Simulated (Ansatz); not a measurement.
Ag in the fcc (Cu type) structure (space group Fm-3m, No. 225)

```cif
data_Ag
_chemical_formula_sum 'Ag1'
_space_group_name_H-M_alt 'P 1'
_space_group_IT_number 1
_cell_length_a 2.86689
_cell_length_b 2.86689
_cell_length_c 2.86689
_cell_angle_alpha 60.000
_cell_angle_beta 60.000
_cell_angle_gamma 60.000
loop_
_space_group_symop_operation_xyz
  'x, y, z'
loop_
_atom_site_label
_atom_site_type_symbol
_atom_site_fract_x
_atom_site_fract_y
_atom_site_fract_z
_atom_site_occupancy
Ag1 Ag 0.00000 0.00000 0.00000 1
```

Calculations: Kohn–Sham DFT with the PBEsol functional, run in Ansatz (a quantum-chemistry and plane-wave program) with PAW and 420 eV plane waves, scalar-relativistic without spin-orbit coupling. Γ-centred 20×20×20 mesh, Fermi–Dirac width 0.05 eV.

| Quantity | Result |
|---|---|
| Volume per atom | 16.66 Å³ |
| Density | 10.75 g/cm³ |
| Band gap | zero |
| Total energy | -7522.250 eV/atom (σ→0; compares only within this code and set-up) |

Whether these cells are dynamically stable was not tested.
